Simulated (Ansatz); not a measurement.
# InP in the zinc blende structure (space group F-43m, No. 216)

```cif
data_InP
_chemical_formula_sum 'P1 In1'
_space_group_name_H-M_alt 'P 1'
_space_group_IT_number 1
_cell_length_a 4.15692
_cell_length_b 4.15692
_cell_length_c 4.15692
_cell_angle_alpha 60.000
_cell_angle_beta 60.000
_cell_angle_gamma 60.000
loop_
_space_group_symop_operation_xyz
  'x, y, z'
loop_
_atom_site_label
_atom_site_type_symbol
_atom_site_fract_x
_atom_site_fract_y
_atom_site_fract_z
_atom_site_occupancy
P1 P 0.75000 0.75000 0.75000 1
In1 In 0.00000 0.00000 0.00000 1
```

Level of theory: PBEsol in Ansatz (plane waves to 420 eV, PAW, spin-orbit coupling left out), earlier PAW set. Γ-centred 10×10×10 mesh, Fermi–Dirac width 0.05 eV.

| Quantity | Value |
|---|---|
| Volume per atom | 25.40 Å³ |
| Density | 4.77 g/cm³ |
| Band gap | 0.57 eV, direct at Γ |
| Electron mass | 0.045 mₑ |
| Hole mass (degenerate bands, along [100]) | 0.045, 0.43, 0.43 mₑ |
| Lowest conduction-band minima above the VBM | Γ 0.57 eV; L along ⟨111⟩ 1.38 eV; X along ⟨100⟩ 1.65 eV |
| Total energy | -3132.964 eV/atom (σ→0; compares only within this code and set-up) |

Effective masses come from finite differences of ±0.01 Å⁻¹. No phonon test of stability was made.

Ansatz is an electronic-structure program.
